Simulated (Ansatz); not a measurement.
WSi2: response to strain

The reference is WSi2 (space group I4/mmm, No. 139; a = 3.1853 Å, c = 7.7731 Å; relaxed with 0.1 eV smearing).

Strains are applied to the cell and any free atomic positions relax.

All numbers come from LDA, PAW, 420 eV (Ansatz, a quantum-chemistry and plane-wave program; scalar-relativistic without spin-orbit coupling).

Notes on the quantities. pressure: mean of the normal stresses, compression positive.

```json
[
 {"isotropic strain (%)": "-3", "pressure (GPa)": "26.7"},
 {"isotropic strain (%)": "-2.5", "pressure (GPa)": "21.4"},
 {"isotropic strain (%)": "-1.5", "pressure (GPa)": "12.0"},
 {"isotropic strain (%)": "-0.5", "pressure (GPa)": "3.7"},
 {"isotropic strain (%)": "0", "pressure (GPa)": "0.0"},
 {"isotropic strain (%)": "0.5", "pressure (GPa)": "-3.5"},
 {"isotropic strain (%)": "1", "pressure (GPa)": "-6.7"},
 {"isotropic strain (%)": "2.5", "pressure (GPa)": "?"},
 {"isotropic strain (%)": "3", "pressure (GPa)": "-17.3"}
]
```

Task: Fit P = P₀ − Bδ + Cδ² with δ = (1 + ε)³ − 1 to the rows shown and predict the withheld row.

Result: Least squares on the printed values gives P₀ = 0.0 GPa, B = 246 GPa (at held cell shape), C = 657 GPa (largest residual 0.2 GPa); this predicts -15.1 GPa, and the run gives -15.0 GPa, in agreement.

Stability against distortions was not tested. The final runs are not spin-polarised.
